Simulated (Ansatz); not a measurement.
# Several settings converged on ScPt₃ (P4mm, 4 atoms in the cell)

```yaml
crystal:
  lattice:
    - [3.96432, 0.00000, 0.00000]
    - [0.00000, 3.96432, 0.00000]
    - [0.00000, 0.00000, 3.96432]
  atoms:
    - { symbol: Sc, position: [0.00000, 0.00000, 0.01261] }
    - { symbol: Pt, position: [0.50000, 0.50000, 0.00000] }
    - { symbol: Pt, position: [0.00000, 0.50000, 0.50000] }
    - { symbol: Pt, position: [0.50000, 0.00000, 0.50000] }
```

Base method: PBEsol, default PAW files made with PBE (plane waves; Ansatz, a first-principles code).

Base settings: basis.ecutwfc = 30.9 Ry; kpoints.mp_grid.grid = 7 7 7; hamiltonian.xc = pbesol; hamiltonian.pseudopotentials = {kind: paw} (the program's default PAW files); scf.occupations.method = fermi_dirac; scf.occupations.width = 0.0073 Ry.

The count of work is k-points × plane waves × bands × iterations; it is no time. 

**The cutoff for other potential files**

Level: DFT, PBEsol, plane waves, harder PAW files (source: ansatz) made with PBE.

In this ladder: hamiltonian.pseudopotentials = {kind: paw, source: ansatz}.

The second cell is the first with its lattice scaled by 0.98.

The mesh stays at the base's, so the ladder's end is converged at best in this setting alone.

The first pressure column holds Ansatz's estimate of the finite-basis (Pulay) stress, which hides part of the cutoff error; the other is without it.

Only quantities that move along the ladder and can be compared are tabulated.

```csv
basis.ecutwfc,free energy less the last step's (meV/atom),energy of the compressed cell less the first (meV/atom),pressure (GPa),pressure without the Pulay estimate (GPa),largest difference of a force vector from the last step's (eV/Å),count of work / last
20.2 Ry,6503.81,-80.88,-22.82,-311.21,0.144,0.10
24.6 Ry,1424.49,33.29,-0.90,-91.85,0.082,0.14
31.2 Ry,86.86,29.27,-2.12,-10.66,0.012,0.21
38.2 Ry,2.74,30.28,-1.90,-2.22,0.001,0.29
44.8 Ry,1.03,30.37,-1.90,-1.90,0.000,0.35
53.7 Ry,0.75,30.37,-1.90,-1.91,0.000,0.46
67.3 Ry,0.36,30.37,-1.90,-1.91,0.000,0.64
89.7 Ry,0.00,30.36,-1.90,-1.90,0.000,1.0
```

Coarsest basis.ecutwfc that holds the pressure within 0.1 GPa of the last step, with all finer ones: 38.2 Ry, at 0.29 of the last step's count of work; the step before is off by 0.23 GPa.

Coarsest basis.ecutwfc that holds the energy of the compressed cell less the first within 0.2 meV/atom of the last step, with all finer ones: 38.2 Ry, at 0.29 of the last step's count of work; the step before is off by 1.1 meV/atom.

Coarsest basis.ecutwfc that holds the free energy within 5 meV/atom of the last step, with all finer ones: 38.2 Ry, at 0.29 of the last step's count of work; the step before is off by 87 meV/atom.

The energy difference between the two cells stays within 1 meV/atom of the last step's from 38.2 Ry on, the total only from 53.7 Ry on: much of the error is common to both cells and cancels.

At the lowest cutoff the pressure without the Pulay estimate lies 309 GPa under the last step's, the usual sign of Pulay stress in an incomplete plane-wave basis.

**The relaxed cell against the cutoff**

On ScPt3 (Pm-3m, 4 atoms in the cell): atoms on their sites.

In this ladder: relax = cell and atoms.

The mesh stays at the base's, so the ladder's end is converged at best in this setting alone.

Only quantities that move along the ladder and can be compared are tabulated.

| basis.ecutwfc | relaxed volume (Å³/atom) | relaxation steps |
|---|---|---|
| 15.4 Ry | 17.558 | 35 |
| 18.4 Ry | 15.664 | 14 |
| 21.7 Ry | 15.401 | 9 |
| 26.1 Ry | 15.429 | 7 |
| 30.9 Ry | 15.431 | 5 |
| 37.1 Ry | 15.430 | 5 |
| 46.3 Ry | 15.430 | 5 |
| 61.7 Ry | 15.430 | 5 |

Coarsest basis.ecutwfc that holds the relaxed volume within 0.077 Å³/atom of the last step, with all finer ones: 21.7 Ry; the step before is off by 0.23 Å³/atom.

At the lowest cutoff the cell relaxes to a volume 14 % larger than at the highest. Ansatz relaxes on a stress corrected for the finite basis.

On the base run: the starting cell comes from a database of computed structures (which also holds hypothetical and non-ambient phases and stackings), without a prior relaxation at this level. Its lattice was rescaled by up to half a per cent. One atom was moved a little off its site on purpose. Spin polarisation is off.

Keys are those of Ansatz 0.2.
